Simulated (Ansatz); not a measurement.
Base system: Ag in the fcc (Cu type) structure (space group Fm-3m, No. 225; relaxed with 0.1 eV smearing).

```
CELL_PARAMETERS angstrom
      0.00000     2.02691     2.02691
      2.02691     0.00000     2.02691
      2.02691     2.02691     0.00000
ATOMIC_POSITIONS crystal
  Ag 0.00000 0.00000 0.00000
```

Cartesian axes are those of the cell as printed.

Calculations: plane-wave PAW DFT at the PBEsol level (Ansatz, a quantum-chemistry and plane-wave program, 420 eV), without spin-orbit coupling.

One thing is altered: the cell is scaled by 0.9900 in all directions; the atoms relax in the strained cell.

**Question.** Predict the stress tensor and what it implies for the stiffness.

**Answer.** Stress of the strained cell less that of the base (GPa, compression positive):
```
    3.9     0.0     0.0
    0.0     3.9     0.0
    0.0     0.0     3.9
```

Then B = −ΔP/(ΔV/V₀) with ΔV/V₀ = -0.0297 gives secant stiffness values (nonlinear terms included at this strain): B ≈ 132 GPa.

As a check, the harmonic strain energy −½ V₀ Δσ:ε is 6.1 meV/atom; the computed energy rise is 5.8 meV/atom.

No phonon test of stability was made.
